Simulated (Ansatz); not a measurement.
**AgCl: strain along the normal**

AgCl (rock salt, Fm-3m, 20.207 Å³/atom at rest) under an equal strain ε in the (111) plane with the normal axis free, as in a coherent film. PBEsol in Ansatz, a plane-wave DFT program (PAW, default set), 420 eV, 10×10×10 Γ-centred mesh, Fermi-Dirac smearing 0.05 eV; ions are relaxed within the symmetry of each cell.

Here s stands for strain and y for normal strain.

```
strain (%)  normal strain (%)
----------  -----------------
-1.25                    2.11
-0.83                    1.41
-0.42                    0.72
0.00                     0.00
0.42                    -0.72
0.83                    -1.43
1.25                    -2.14
2.50                        ?
```

### Question
Fit y against s with a straight line, and predict the withheld value at s = 2.50.

### Answer
Means: s 0, y -0.007. About the means, the sum of products is -8.2745 and the sum of squares of s is 4.8556; the slope is their ratio. Least squares gives y = -0.007 - 1.7041·s. Residuals (row less fit): -0.013, 0.003, 0.011, 0.007, 0.003, -0.009, -0.003; standard error 0.009 (degrees of freedom: 5). The slope, -1.70 ± 0.00, is the elastic response of the normal axis. At the withheld row, y = -0.007 - 1.7041 × 2.50 = -4.267%. The calculation gives -4.31%, 0.043% below the prediction (0.7 % of the range of y in the table). The row lies outside the fitted rows, so this is an extrapolation. From the scatter of the fitted rows alone, a prediction at this place has a standard error of 0.015%, so the miss is 2.9 times that.

One order more, fitted to all 13 runs of the series, follows each within 0.01, so the miss is the next term of a smooth law. Rows are the converged runs of the series near zero and its far end; series whose fitted rows scatter by over a few per cent of the range, as at a crossing or softening among them, aren't shown in this form. Most that stay on the fit to the last digits aren't either.
